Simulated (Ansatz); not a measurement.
Base system: Na2S in the anti-fluorite structure (space group Fm-3m, No. 225; a = 6.568 Å).

The values are results of PBE/PAW in Ansatz (a first-principles code), no spin-orbit coupling, not measurements.

One change was made to it. Results:

The band gap grows by 0.16 eV to 2.61 eV; the electron mass remains 0.29 mₑ (at Γ); the lattice parameter a shrinks by 0.105 Å to 6.463 Å.

**Question.** Which change produced these results?
A. pressure 5 GPa
B. pressure −1 GPa
C. pressure −2 GPa
D. pressure 1.5 GPa

**Answer.** D, pressure 1.5 GPa. For comparison, the band gap in the other runs: pressure −2 GPa gives 2.18 eV; pressure −1 GPa gives 2.32 eV; pressure 5 GPa gives 2.91 eV.

Load acts through the strain it causes; cell and atoms are relaxed under it. Masses are band curvatures over ±0.01 Å⁻¹ around the edge. No phonon test of stability was made. Competing high-pressure phases were not computed.
